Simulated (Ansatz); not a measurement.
For AgIn₂ (I4/mcm, No. 140, 6 atoms in the cell; start mp-19974), PBEsol (plane waves, PAW; Ansatz, a quantum-chemistry and plane-wave program) gives:

| Item | Result |
|---|---|
| lattice constant a | 6.838 Å |
| c axis length | 5.577 Å |
| bulk modulus B0 | 66.8 GPa |
| cohesive energy | 2.90 eV/atom |

**Question.** What does r²SCAN (Ansatz, plane waves, PAW) give for the same quantities?

**Answer.** 
- lattice constant a: 6.906 Å (rises by 1.0 %)
- lattice parameter c: 5.635 Å (rises by 1.0 %)
- bulk modulus: 61.2 GPa (falls by 8.4 %)
- cohesive energy: 2.60 eV/atom (decreases by 0.30 eV/atom)

Changes are worked out from the printed values.

Unless a cell is named, each level is at its own relaxed cell (PBEsol 21.73, r²SCAN 22.39 Å³/atom).

Levels without +SOC leave out spin–orbit coupling, which shifts energies and cells of such heavy elements.

Caveats: the bulk modulus is −V dP/dV from two relaxed cells at ±2 % in volume (PBEsol, r²SCAN); the relaxation could not lower the start's symmetry, so the cell can be a saddle point above a distorted one (PBEsol, r²SCAN). Ansatz's density-functional and Hartree–Fock values are scalar-relativistic unless marked +SOC, with PAW data made under PBE.

A start named mp-… is a Materials Project structure, which need not be a measured phase.
